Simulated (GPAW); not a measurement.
GPAW run on TaAs (I4_1md, 4 atoms in the cell): self-consistent single point.

Method of the run: PBE, GPAW PAW datasets PBE (gpaw-data 1.0.1) (plane waves; GPAW 25.7.0).

The change in words: lattice scaled by 0.98. Reference geometry:
```
CELL_PARAMETERS angstrom
     -1.74368     1.74368     5.94246
      1.74368    -1.74368     5.94246
      1.74368     1.74368    -5.94246
ATOMIC_POSITIONS crystal
  Ta 0.49997 0.99997 0.50000
  Ta 0.74997 0.74997 0.00000
  As 0.08263 0.58263 0.50000
  As 0.33263 0.33263 0.00000
```

Reference input (self-consistent single point, DFT PBE, plane waves, GPAW PAW datasets PBE (gpaw-data 1.0.1)): mode = pw; ecut = 600 eV; xc = PBE; kpts = 8 8 8; mesh shift (steps) = 0 0 0; occupations.name = fermi-dirac; occupations.width = 0.136 eV; nbands = -8; convergence.forces = 0.001 eV/Å; symmetry.symmorphic = false; symmetry.tolerance = 0.0005; maxiter = 120. This run's input differs from it in these lines:

```diff
@@ -5,9 +5,9 @@
 atoms = Atoms(['Ta', 'Ta', 'As', 'As'],
-              cell=[[-1.743682, 1.743682, 5.942463],
-                    [1.743682, -1.743682, 5.942463],
-                    [1.743682, 1.743682, -5.942463]],
-              positions=[[1.743682, 0.000000, 5.942106],
-                         [0.000000, -0.000000, 8.913338],
-                         [1.743682, 0.000000, 0.982051],
-                         [-0.000000, 0.000000, 3.953283]],
+              cell=[[-1.708808, 1.708808, 5.823614],
+                    [1.708808, -1.708808, 5.823614],
+                    [1.708808, 1.708808, -5.823614]],
+              positions=[[1.708808, 0.000000, 5.823265],
+                         [0.000000, -0.000000, 8.735072],
+                         [1.708808, 0.000000, 0.962410],
+                         [-0.000000, 0.000000, 3.874217]],
               pbc=True)
```

Output (repeated stretches shortened):

```
     iter     time        total  log10-change:
                         energy   eigst   dens  force
iter:   1 --:--:--   -31.402458
iter:   2 --:--:--   -31.374913   -1.38  -1.27
iter:   3 --:--:--   -31.190236   -1.10  -1.28
iter:   4 --:--:--   -31.162657   -2.82  -1.63
iter:   5 --:--:--   -31.189969   -2.34  -1.63
iter:   6 --:--:--   -31.197704   -2.13  -2.13
iter:   7 --:--:--   -31.187918c  -3.58  -2.30
iter:   8 --:--:--   -31.179549   -2.95  -2.38
iter:   9 --:--:--   -31.179626c  -3.46  -3.01
iter:  10 --:--:--   -31.179658c  -4.33  -3.26
iter:  11 --:--:--   -31.179509c  -5.34  -3.10
iter:  12 --:--:--   -31.179524c  -4.54  -3.34
iter:  13 --:--:--   -31.179508c  -6.02  -4.00
iter:  14 --:--:--   -31.179493c  -6.48  -4.11c
iter:  15 --:--:--   -31.179499c  -7.23  -4.15c
iter:  16 --:--:--   -31.179493c  -6.91  -4.25c
iter:  17 --:--:--   -31.179493c  -7.75c -4.31c
iter:  18 --:--:--   -31.179496c  -7.37  -4.37c
iter:  19 --:--:--   -31.179495c  -9.02c -4.55c -3.22c
Converged after 19 iterations.

Dipole moment: (2.612384, -2.612384, -0.108146) |e|*Ang

Energy contributions relative to reference atoms: (reference = -971350.830002)

Kinetic:        +52.237988
Potential:      -48.324394
External:        +0.000000
XC:             -34.537407
Entropy (-ST):   -0.051573
Local:           -0.529896
SIC:             +0.000000
--------------------------
Free energy:    -31.205281
Extrapolated:   -31.179495

Showing only first 2 kpts
 Kpt  Band  Eigenvalues  Occupancy
  0    16      9.87089    1.99999
  0    17      9.87089    1.99999
  0    18     12.47372    0.00137
  0    19     13.16904    0.00001

  1    16     10.24101    1.99978
  1    17     10.37782    1.99941
  1    18     11.90727    0.08438
  1    19     12.32609    0.00404

Fermi level: 11.48261

No gap
No difference between direct/indirect transitions
Energy (eV): -31.179495

Forces in eV/Ang:
  0 Ta    0.00000    0.00000    0.03573
  1 Ta    0.00000    0.00000    0.03573
  2 As    0.00000    0.00000   -0.03567
  3 As    0.00000    0.00000   -0.03567

Stress tensor:
    -0.049233     0.000000     0.000000
     0.000000    -0.049233     0.000000
     0.000000     0.000000    -0.038725
Stress (GPa, Voigt): [-7.888  -7.888  -6.2044  0.      0.      0.    ]
```

The run converged in 19 iterations. GPAW prints stress with tension positive. Against the reference run the free energy goes up by 9.8 meV/atom, the pressure goes from -3.82 to 7.33 GPa and the largest force goes from 0.006 to 0.036 eV/Å.

The starting cell comes from a database of computed structures (which also holds hypothetical and non-ambient phases and stackings), without a prior relaxation at this level. Its lattice was rescaled by a random factor within 2.5 % of one. For this run, on top of that: lattice scaled by 0.98. Spin polarisation is off. With a pressure of about 7 GPa the cell is away from its equilibrium volume at this level.

Cost on one core of a shared machine: roughly 4 min.
